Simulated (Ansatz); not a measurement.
# C: response to strain

Consider C in the diamond structure (space group Fd-3m, No. 227; a = 3.560 Å). Axes: x, y, z lie along the cube axes.

Strains are applied to the cell and any free atomic positions relax; under stress the whole cell relaxes.

Method: r2SCAN, PAW, 500 eV (Ansatz, a program for electronic structure; without spin-orbit coupling), earlier PAW set.

Candidates:
(a) isotropic strain −1.70 %
(b) tensor shear ε_yz = −3.57 %
(c) uniaxial stress, 3 GPa tension along z

Before the change:

```
Item       Result
--------  -------
Band gap  4.36 eV
```

Problem. Order them by band gap, lowest first.

Solution. (b) tensor shear ε_yz = −3.57 % (3.52 eV), (c) uniaxial stress, 3 GPa tension along z (4.32 eV), (a) isotropic strain −1.70 % (4.49 eV)

Stability under load was not tested beyond the relaxation.
